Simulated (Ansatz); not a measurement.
Ta₂Pd₃Se₈ (Pbam, No. 55, 26 atoms in the cell; start mp-18010) was calculated with HSE06 in Ansatz (PAW).

Input file:

Ansatz 0.2 input:
```yaml
crystal:
  lattice:
    - [10.8016061773, 0.0, 0.0]
    - [0.0, 15.1446428027, 0.0]
    - [0.0, 0.0, 3.5388291257]
  atoms:
    - { symbol: Ta, position: [0.7035233593, 0.3788447143, 0.5] }
    - { symbol: Ta, position: [0.2964766407, 0.6211552857, 0.5] }
    - { symbol: Ta, position: [0.2035233593, 0.1211552857, 0.5] }
    - { symbol: Ta, position: [0.7964766407, 0.8788447143, 0.5] }
    - { symbol: Pd, position: [0.8643713072, 0.2781379389, 0.0] }
    - { symbol: Pd, position: [0.1356286928, 0.7218620611, 0.0] }
    - { symbol: Pd, position: [0.3643713072, 0.2218620611, 0.0] }
    - { symbol: Pd, position: [0.6356286928, 0.7781379389, 0.0] }
    - { symbol: Pd, position: [0.5, 0.5, 0.0] }
    - { symbol: Pd, position: [0.0, 0.0, 0.0] }
    - { symbol: Se, position: [0.9401106003, 0.3776979135, 0.5] }
    - { symbol: Se, position: [0.0598893997, 0.6223020865, 0.5] }
    - { symbol: Se, position: [0.4401106003, 0.1223020865, 0.5] }
    - { symbol: Se, position: [0.5598893997, 0.8776979135, 0.5] }
    - { symbol: Se, position: [0.7349990232, 0.2119680725, 0.5] }
    - { symbol: Se, position: [0.2650009768, 0.7880319275, 0.5] }
    - { symbol: Se, position: [0.2349990232, 0.2880319275, 0.5] }
    - { symbol: Se, position: [0.7650009768, 0.7119680725, 0.5] }
    - { symbol: Se, position: [0.5338536002, 0.3417987368, 0.0] }
    - { symbol: Se, position: [0.4661463998, 0.6582012632, 0.0] }
    - { symbol: Se, position: [0.0338536002, 0.1582012632, 0.0] }
    - { symbol: Se, position: [0.9661463998, 0.8417987368, 0.0] }
    - { symbol: Se, position: [0.7738394596, 1.0039305117, 0.0] }
    - { symbol: Se, position: [0.2261605404, -0.0039305117, 0.0] }
    - { symbol: Se, position: [0.2738394596, 0.4960694883, 0.0] }
    - { symbol: Se, position: [0.7261605404, 0.5039305117, 0.0] }
basis:
  ecutwfc: 460
  ecutrho_ratio: 4
  xc_grid: 2
kpoints:
  mp_grid: { grid: [2, 2, 6] }
  band_path: { path: [[0, 0, 0], [0.5, 0, 0.0625], [0, 0, 0.25]], npoints: 1 }
hamiltonian:
  xc: hse06
  dispersion: none
  pseudopotentials: { kind: paw }
scf:
  occupations: { method: fermi_dirac, width: 0.01 }
  convergence: { dr2_threshold: 0.0000000026 }
output:
  forces: true
  stress: true
  eigenvalues: true
  write_bands: true
```

Output (set-up and result lines):

```
WARN output.stress: scf.convergence.dr2_threshold = 2.6e-9 eV is looser than the 1.6e-9 eV advised for a printed stress (1e-10 eV for each atom of the cell …
WARN output.stress: scf.exx.energy_threshold = 1e-6 eV is looser than the 1.6e-7 eV advised for a stress under a hybrid functional (1e-8 eV for each atom of …
Crystal: 26 atoms, lattice volume = 578.905 Å³
Basis set: ecut = 460 eV, 12973 PW (Γ), exchange–correlation on 160×216×50 points (8 copies of the dense FFT grid, shifted against one another)
Bands: 250, of which v1, the nominal top of the filled ones, is band 208 counted from 1 (207 counted from 0)
Symmetry: 8 space group operations
Space group: Pbam (ITA 55), of the structure as read, at distance tolerance 8.3e-5 Å
k-points: 16 of 24
SCF iter   1: F=—  HF=-169087.393030 eV  |F-HF|=—  |Δ(HF+E_count)|=         —  Δρ=5.90e-3  dr2=3.28e-1
SCF iter   2: F=—  HF=-169087.539571 eV  |F-HF|=—  |Δ(HF+E_count)|=   1.47e-1  Δρ=7.82e-3  dr2=1.39e0
  ...
Crystal: 26 atoms, lattice volume = 578.905 Å³
Initial density: handed on by an earlier stage of this run
  ...
  atom   2  Ta    -0.22109170     0.15391848     0.00000000
  atom   3  Ta     0.22109170     0.15391848     0.00000000
  atom   4  Ta    -0.22109170    -0.15391848    -0.00000000
  atom   5  Pd    -0.05127033     0.06476163     0.00000000
  atom   6  Pd     0.05127033    -0.06476163    -0.00000000
  atom   7  Pd    -0.05127033    -0.06476163    -0.00000000
  atom   8  Pd     0.05127033     0.06476163     0.00000000
  atom   9  Pd     0.00000000     0.00000000     0.00000000
  atom  10  Pd     0.00000000     0.00000000     0.00000000
  atom  11  Se    -0.21914223    -0.00841057    -0.00000000
  atom  12  Se     0.21914223     0.00841057     0.00000000
  atom  13  Se    -0.21914223     0.00841057     0.00000000
  atom  14  Se     0.21914223    -0.00841057    -0.00000000
  atom  15  Se     0.07971612     0.23041602     0.00000000
  atom  16  Se    -0.07971612    -0.23041602    -0.00000000
  atom  17  Se     0.07971612    -0.23041602    -0.00000000
  atom  18  Se    -0.07971612     0.23041602     0.00000000
  atom  19  Se     0.13685723     0.24361097     0.00000000
  atom  20  Se    -0.13685723    -0.24361097    -0.00000000
  atom  21  Se     0.13685723    -0.24361097    -0.00000000
  atom  22  Se    -0.13685723     0.24361097     0.00000000
  atom  23  Se     0.05791092    -0.07305990    -0.00000000
  atom  24  Se    -0.05791092     0.07305990     0.00000000
  atom  25  Se     0.05791092     0.07305990     0.00000000
  atom  26  Se    -0.05791092    -0.07305990    -0.00000000
--- Stress (GPa, compression-positive) ---
        1.650595      -0.000000       0.000000
       -0.000000       1.471858       0.000000
        0.000000       0.000000       1.620194
  P = ⅓ Tr σ = 1.5809 GPa (15.809 kbar)
```

The PAW data were made under PBE.

Note: cell and atoms aren't relaxed at this level (largest force component 0.24 eV/Å, pressure 1.6 GPa).

The result took around 110 core-minutes (rough).

A start named mp-… is a Materials Project structure, which need not be a measured phase.

Ansatz is a program for electronic structure.
